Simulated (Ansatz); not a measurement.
CdS under a change: uniaxial strain ε_xx = −1.20 %

Take CdS in the wurtzite structure (space group P6_3mc, No. 186; a = 4.0741 Å, c = 6.6367 Å) as the base. Axes: x lies along a and z along c of the hexagonal cell.

The change: the cell is compressed by 1.20 % along x with no lateral relaxation, atoms relaxed at fixed cell.

All numbers come from plane-wave PAW DFT at the LDA level (Ansatz, an electronic-structure program, 420 eV), no SOC. k-mesh 9×9×5 (Γ-centred); smearing 0.05 eV (Fermi–Dirac).

The volume per atom shrinks by 0.29 Å³ (23.85 Å³ → 23.56 Å³) and the space group changes from P6_3mc (No. 186) to Cmc2_1 (No. 36). The shortest interatomic distance falls by 0.010 Å, from 2.491 Å to 2.481 Å and the energy goes up by 1.0 meV/atom. The pressure (mean of the normal stresses, compression positive) goes from zero to 0.83 GPa and the band gap stays essentially unchanged (1.03 eV against 1.02 eV). The gap character stays direct at Γ and the electron mass becomes 0.11 mₑ along z, 0.12 mₑ across (at Γ) (base: 0.11 mₑ along c, 0.11 mₑ across (at Γ)). The hole mass amounts to 0.11 mₑ along x, 1.5 mₑ across (at Γ) and the valence-band top at Γ (three highest levels, from the VBM) goes from 0.00, 0.00, -0.06 eV to 0.00, -0.04, -0.10 eV. The largest internal atomic displacement comes out as 0.014 Å and the stress (xx, yy, zz, yz, xz, xy; compression positive) comes out as (1.13, 0.71, 0.64, 0.00, 0.00, 0.00) GPa.

Final structure:

```xyz
4
Lattice="4.0252 0.0000 0.0000 -2.0126 3.5283 0.0000 0.0000 0.0000 6.6367" Properties=species:S:1:pos:R:3 pbc="T T T"
Cd     0.0000     2.3532     0.0077
Cd     2.0126     1.1750     3.3261
S      0.0000     2.3646     2.4943
S      2.0126     1.1636     5.8127
```

Masses are band curvatures over ±0.01 Å⁻¹ around the edge. Whether these cells are dynamically stable was not tested. k-point labels follow each cell's own Brillouin zone.
